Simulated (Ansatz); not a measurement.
We consider BeSe (model structure, started from the NiAs type, P6₃/mmc, No. 194, 4 atoms in the cell), described by G0W0@PBEsol in Ansatz (hard PAW, contour deformation).

The cell is the one relaxed with PBEsol. Conventional cell: a = 3.4851 Å, b = 3.4851 Å, c = 5.4921 Å, α = 90.00°, β = 90.00°, γ = 120.00°.

The quasiparticle gap at Γ at a fixed k mesh 3×3×2:

```json
[
 {"response cutoff": "150 eV, 443 empty bands", "value (eV)": "3.115"},
 {"response cutoff": "200 eV, 682 empty bands", "value (eV)": "3.145"},
 {"response cutoff": "250 eV, 953 empty bands", "value (eV)": "3.161"},
 {"response cutoff": "300 eV, 1252 empty bands", "value (eV)": "3.171"}
]
```

Question: Taking the value to converge with the response cutoff E as E^(−3/2), extrapolate from the last two rows.

Answer: With y = y∞ + c/w and weights w = 3953 and 5196 for the last two rows, y∞ = (w2 y2 − w1 y1)/(w2 − w1) = (5196 × 3.171 − 3953 × 3.161)/1243 = 3.203 eV, which lies 0.032 beyond the last row. Successive pairs of rows give 3.201, 3.201, 3.203. The limit also hangs on the law assumed, so its last digits aren't firm.

The other settings are not extrapolated, so this is the limit in one setting alone.

At the last cutoff the smallest gap on this mesh is 0.94 eV, with an edge away from Γ.

Spin–orbit coupling is not included.

A model structure was made by putting elements into a prototype or built by hand; it is no filed structure, need not be a known phase, and can be a saddle point held by its symmetry.

Ansatz is a program for electronic structure.
